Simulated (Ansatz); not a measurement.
## Response to strain in SiC

Consider SiC in the wurtzite structure (space group P6_3mc, No. 186; a = 3.076 Å, c = 5.048 Å). Axes: x lies along a and z along c of the hexagonal cell.

Strains are applied to the cell and any free atomic positions relax; under biaxial strain the out-of-plane vector relaxes too.

Calculations: plane-wave PAW DFT at the PBEsol level (Ansatz, a quantum-chemistry and plane-wave program, 420 eV), scalar-relativistic without spin-orbit coupling.

| biaxial strain, plane normal [001], relaxed out of plane (%) | out-of-plane strain (%) |
|---|---|
| -3 | 0.68 |
| -2.4 | 0.53 |
| -1.8 | ? |
| -1.2 | 0.26 |
| -0.6 | 0.13 |
| 0 | 0.00 |

Fit ε⊥ = −νε + γε² (strains in %) to the rows shown and predict the withheld row.

Least squares on the printed values gives ν = 0.21 (the biaxial Poisson response) and γ = 0.006 (largest residual 0.00 %); this predicts 0.39 %, and the run gives 0.40 %, in agreement.

Stability against distortions was not tested.
